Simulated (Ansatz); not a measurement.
We consider CsCl-type TiCo, described by PBEsol-D3(BJ) in Ansatz (PAW).

Run with plane-wave cutoff 520 eV, 18×18×18 k mesh, Fermi–Dirac smearing 0.05 eV, no spin polarisation, scalar-relativistic PAW data made under PBE.

Computed at the level's own relaxed cell.

Q: Estimate the volume per atom, bulk modulus, equilibrium lattice constant a and pressure derivative B′ of the bulk modulus that the calculation returns.

A: 
- volume per atom: 12.17 Å³/atom
- bulk modulus: 211 GPa
- equilibrium lattice constant a: 2.898 Å
- pressure derivative B′ of the bulk modulus: 4.1

The run finds no gap.

Measured, for comparison: equilibrium volume per atom 13.43 Å³/atom, bulk modulus 154 GPa, lattice constant a 2.995 Å (room temperature, no zero-point or thermal correction; as tabulated in Yamada et al. (2019), arXiv:1910.09660). Computed (rounded) less measured: equilibrium volume per atom -9.4 %, bulk modulus +37 %, lattice constant a -3.2 %.

Static lattice: no zero-point or thermal effects.

Ansatz is a quantum-chemistry and plane-wave program.
